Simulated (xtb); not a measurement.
xtb 6.7.1, GFN1-xTB: W(H)5(SiH3) ([SiH3][WH5]), 10 atoms. The geometry is a generated start, not checked to be a minimum at this level.

| Item | Value |
|---|---|
| run flags | --grad |
| method | GFN1-xTB |
| --acc | 1 (default) |
| --etemp (K) | 300 (default) |
| basis functions | 36 |
| valence electrons | 18 |

```xyz
10

W     -0.4953    -0.8003    -0.6568
H     -0.8705    -1.7416     0.8539
H     -2.0649     0.1088    -0.4832
H     -1.3083    -2.0833    -1.6842
H     -0.0863     0.1882    -2.1305
H      1.0933    -1.6591    -0.7887
Si     0.6705     1.0695     0.8702
H      0.9781     2.4544     0.3851
H      2.0242     0.8960     1.4892
H      0.0593     1.5675     2.1451
```

Charge 0 and multiplicity 1 are set for this test and not shown to be the ground state.

One run each on 1 thread. Values of broydamp tried: 0.02, 0.05, 0.1, 0.2, 0.4 (default), 0.6, 0.8, 1.

Question: Predict the course of the SCC iterations along this series.

Answer: Fewest SCC iterations: 0.6 with 15. The count rises to 58 at 0.02. All converge to one solution.

| broydamp | SCC iterations | end |
|---|---|---|
| 0.02 | 58 | same solution |
| 0.05 | 40 | same solution |
| 0.1 | 34 | same solution |
| 0.2 | 32 | same solution |
| 0.4 (default) | 32 | same solution |
| 0.6 | 15 | same solution |
| 0.8 | 17 | same solution |
| 1 | 22 | same solution |
